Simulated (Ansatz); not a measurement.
The reference is YN in the rock salt structure (space group Fm-3m, No. 225; a = 4.8957 Å). Axes: x, y, z lie along the cube axes.

Method: DFT with r2SCAN, PAW potentials and a 500 eV plane-wave cutoff in Ansatz (a first-principles code), scalar-relativistic without spin-orbit coupling.

Before the change:

* **Volume per atom**: 14.67 Å³
* **Pressure**: 0.00 GPa
* **Valence-band top at Γ**: 0.00, 0.00, 0.00 eV

It is then changed as follows: tensile biaxial strain of 0.42 % in the plane normal to [111], as in epitaxy on a mismatched substrate; the out-of-plane cell vector and the atoms relax.

### Question
What happens to the volume per atom?

### Answer
The volume per atom increases by 0.09 Å³ to 14.76 Å³.

### Question
Predict the new pressure.

### Answer
The pressure (mean of the normal stresses, compression positive) goes from zero to -1.07 GPa.

### Question
Estimate the effect on the valence-band top at Γ.

### Answer
The valence-band top at Γ (three highest levels, from the VBM) goes from 0.00, 0.00, 0.00 eV to 0.00, -0.03, -0.03 eV.

### Question
What happens to the hole mass?

### Answer
The hole mass is 0.27 mₑ out of plane, 0.50 mₑ in plane (at Γ).

The levels and masses belong to the bands next to the band gap. Masses are band curvatures over ±0.01 Å⁻¹ around the edge. Whether these cells are dynamically stable was not tested.
